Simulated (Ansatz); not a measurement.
**What each level gives and costs: SbPbBrO₂ (Cmcm, 10 atoms in the cell)**

Cell: a = 7.0354 Å, b = 7.0354 Å, c = 5.5398 Å, α = 90.00°, β = 90.00°, γ = 131.97°.

Program: Ansatz (an electronic-structure program), default PAW files made with PBE; each row names its functional.

Base settings: basis.ecutwfc = 30.9 Ry; kpoints.mp_grid.grid = 2 2 2; hamiltonian.xc = pbe0; hamiltonian.pseudopotentials = {kind: paw} (the program's default PAW files); scf.occupations.method = gaussian; scf.occupations.width = 0.0037 Ry.

Differences are taken from PBE0, a reference of convenience: it is no measurement, and no ranking of the functionals follows.

Core times come from one kind of shared machine and are given to one figure; runs under 30 s give none.

The starting cell comes from a database of computed structures (which also holds hypothetical and non-ambient phases and stackings), without a prior relaxation at this level. Its lattice was rescaled by a random factor within 2.5 % of one. Spin-orbit coupling is off. Ansatz's pressure includes its estimate of the finite-basis (Pulay) stress.

| level | gap on the mesh less reference (eV) | pressure less reference (GPa) | largest difference in the force on any atom (eV/Å) | core time / reference (rough) |
|---|---|---|---|---|
| PBEsol | -1.643 | -0.34 | 0.536 | – |
| HSE06 | -0.690 | 0.09 | 0.005 | 0.9 |
| PBE0 | 0.000 | 0.00 | 0.000 | 1 |

Keys are those of Ansatz 0.2.
